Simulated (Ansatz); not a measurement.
Input and output of a relaxation of the atoms for CdHOF (P1, 8 atoms in the cell) (Ansatz, a program for electronic structure).

Method of the run: LDA (PW92), default PAW files made with PBE (plane waves; Ansatz).

The change in words: one atom moved by 0.15 angstrom; relax: default → atoms; relax.f_tol: default → 0.001 eV/Å. Reference geometry:
```
CELL_PARAMETERS angstrom
      3.55203     0.00000     0.00000
      0.00000     4.86891     0.00000
     -0.00820     0.00000     5.65609
ATOMIC_POSITIONS crystal
  Cd 0.74776 0.75453 0.73337
  Cd 0.25224 0.25453 0.26663
  H  0.74970 0.68417 0.27240
  H  0.25030 0.18417 0.72760
  O  0.24816 0.02155 0.61969
  O  0.75184 0.52155 0.38031
  F  0.24887 0.47975 0.89420
  F  0.75113 0.97975 0.10580
```

Reference input (self-consistent single point, DFT, LDA (PW92), plane waves, default PAW files made with PBE): basis.ecutwfc = 30.9 Ry; kpoints.mp_grid.grid = 7 5 5; hamiltonian.xc = lda; hamiltonian.pseudopotentials = {kind: paw} (the program's default PAW files); scf.occupations.method = fixed. This run's input differs from it in these lines:

```diff
@@ -6,3 +6,3 @@
   atoms:
-    - { symbol: Cd, position_ang: [2.650051, 3.673741, 4.148010] }
+    - { symbol: Cd, position_ang: [2.650050, 3.673741, 4.298009] }
     - { symbol: Cd, position_ang: [0.893777, 1.239284, 1.508084] }
@@ -23,2 +23,4 @@
   occupations: { method: fixed }
+relax:
+  f_tol: 0.001
 output:
```

Log, with long lists cut:

```
   [... SCF lines of the steps left out ...]
relax step   1: F+E_penalty+E_count = -18966.11677123 eV  Δ(F+E_penalty+E_count) = +0.000e0 eV  max|allowed force component| = 1.087e0 eV/Å  Δτ_max = 0.0000 Å  (9 SCF iters, dr2 threshold 1.00e-7 eV, accepted)
relax step   2: F+E_penalty+E_count = -18966.20220905 eV  Δ(F+E_penalty+E_count) = -8.544e-2 eV  max|allowed force component| = 2.546e-1 eV/Å  Δτ_max = 0.1048 Å  (7 SCF iters, dr2 threshold 7.38e-5 eV, accepted)
   [... lines left out ...]
relax step   8: F+E_penalty+E_count = -18966.22651401 eV  Δ(F+E_penalty+E_count) = +1.488e-4 eV  max|allowed force component| = 6.181e-2 eV/Å  Δτ_max = 0.0044 Å  (7 SCF iters, dr2 threshold 7.11e-9 eV, rejected (line search))
relax step   9: F+E_penalty+E_count = -18966.22668893 eV  Δ(F+E_penalty+E_count) = -2.612e-5 eV  max|allowed force component| = 2.168e-3 eV/Å  Δτ_max = 0.0021 Å  (6 SCF iters, dr2 threshold 7.11e-9 eV, accepted)
relax step  10: F+E_penalty+E_count = -18966.22669176 eV  Δ(F+E_penalty+E_count) = -2.836e-6 eV  max|allowed force component| = 2.116e-4 eV/Å  Δτ_max = 0.0011 Å  (6 SCF iters, accepted)
Free energy (F): -18966.226692 eV
Internal energy: -18966.226692 eV  (E = F + TS)
E sigma→0 (E₀):  -18966.226692 eV
Fermi energy:    4.878428 eV
--- Forces (eV/Å), atoms counted from 1 ---
  atom   1  Cd     0.00004420     0.00007137    -0.00004806
  atom   2  Cd    -0.00008349     0.00017166     0.00000918
  atom   3  H      0.00001666    -0.00002675    -0.00001429
  atom   4  H      0.00000543    -0.00000285     0.00001695
  atom   5  O      0.00014596    -0.00009064     0.00021017
  atom   6  O     -0.00012688    -0.00001115    -0.00019264
  atom   7  F     -0.00001080    -0.00005720    -0.00012046
  atom   8  F      0.00000937    -0.00006047     0.00012793
--- Stress (GPa, compression-positive) ---
       -9.825488       0.000056       0.023918
        0.000056      -8.486215      -0.000114
   [... lines left out ...]
    - { symbol: O, position: [0.2501198703491085, 0.01666123513350103, 0.6251332748739498] }
    - { symbol: O, position: [0.7498944988377124, 0.5166572922167915, 0.38149747373899295] }
    - { symbol: F, position: [0.2498714926566367, 0.4868935150731546, 0.8903770029710175] }
    - { symbol: F, position: [0.7501451530468669, 0.9868918156941112, 0.11625125038758648] }
```

The run converged. 

Summary of the result:
* **Free energy E − TS (on the zero of these files)**: -18966.2267 eV
* **Top of the valence band (on the code's own zero)**: 4.88 eV
* **Gap on the k-point mesh**: 1.65 eV
* **Pressure**: -9.14 GPa
* **Relaxation steps**: 10

The starting cell comes from a database of computed structures (which also holds hypothetical and non-ambient phases and stackings), without a prior relaxation at this level. Its lattice was rescaled by up to half a per cent. For this run, on top of that: one atom moved by 0.15 angstrom. Ansatz's pressure includes its estimate of the finite-basis (Pulay) stress. Without the estimate this run gives -9.90 GPa.

Cost on one core of a shared machine: roughly 5 min.

Keys are those of Ansatz 0.2.
